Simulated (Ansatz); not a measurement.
O interstitial started at a bond centre in beta Si3N4 (start: bond centre of Si(1,4-fold) and N(3,3-fold), 1.75 Å; 84-site cell, 2×2×2 shifted sampling). These are PBE, PAW (plane waves to 420 eV; Ansatz, a program for electronic structure) values and carry that method's errors. Total energies of the localised charge states, counted from that of charge 0, and their image corrections (point charge with alignment); the host's valence-band maximum lies at 8.028 eV on the cells' energy zero and its gap is 4.25 eV.

| charge | moment (μB) | E − E(first) (eV) | correction (eV) |
|---|---|---|---|
| 0 | not spin-polarised | 0.000 | 0.000 |
| −1 | 1.0 | 9.568 | 0.146 |

### Question
Derive the transition levels above the valence-band maximum and say which of them are thermodynamic.

### Answer
A level is the Fermi energy at which two charges have equal formation energy: ε(q/q′) = [E(q′) + corr(q′) − E(q) − corr(q)] / (q − q′) − E_VBM.
ε(0/−1) = [(9.568 + 0.146) − (0.000 + 0.000)] / 1 − 8.028 = 1.69 eV
Thermodynamic levels at least 0.1 eV inside the gap: (0/−1) at 1.69 eV. They hold to tenths of an eV in this cell. Only the charges listed were compared. The geometries come from one start. Flagged in the runs: a host whose relaxation on this sampling wasn't shown to rest.
